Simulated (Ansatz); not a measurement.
Name crystals whose electron-phonon coupling λ lies between 0.25 and 0.4 and whose logarithmic mean phonon energy lies between 20 and 31 meV, by PBEsol, DFPT electron-phonon coupling, linearised Boltzmann equation (Ansatz, a program for electronic structure).

Many crystals can fit; among those computed here:
- NbH2 (Fm-3m): 0.38, 23 meV
- TiSi2 (Fddd): 0.27, 31 meV
- TaSi2 (P6_422): 0.38, 23 meV
- VH2 (Fm-3m): 0.30, 29 meV
- NbSi2 (P6_422): 0.36, 28 meV

Metals; harmonic phonons. Halving the electron mesh moves these values by up to 3 %; q meshes are mostly untested. Spin-orbit coupling is left out.

Formula and space group known from diffraction (Crystallography Open Database), not checked to be the room-temperature form: NbH2 (Fm-3m), VH2 (Fm-3m). Treated as nonmagnetic (a ferromagnetic start lost its moment, other orders weren't tried): VH2 (Fm-3m). The missing spin-orbit coupling matters most for TaSi2 (P6_422).
